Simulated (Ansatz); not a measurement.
The starting structures come from a database of crystals and need not be the phases stable at ambient conditions.

By PBEsol, the system below comes out a metal.

A figure of merit of an interconnect metal is its ballistic conductance per area.

Here is the system:

```
AgZn
1.0
    3.14234     0.00000     0.00000
    0.00000     3.14234     0.00000
    0.00000     0.00000     3.14234
Zn Ag
1 1
Direct
  0.50000   0.50000   0.50000
  0.00000   0.00000   0.00000
```

The cell is taken as given; by PBEsol it stands under a pressure of -2.5 GPa.

The current flows along the normal of the first two printed cell vectors, the (001) plane of the conventional cell. No spin-orbit coupling; the value is a mean over 0.1 eV about the Fermi level.

Question: Predict the ballistic conductance per area from PBEsol (Ansatz, a quantum-chemistry and plane-wave program).

Answer: 0.93 × 10¹⁵ S/m² for both spins.
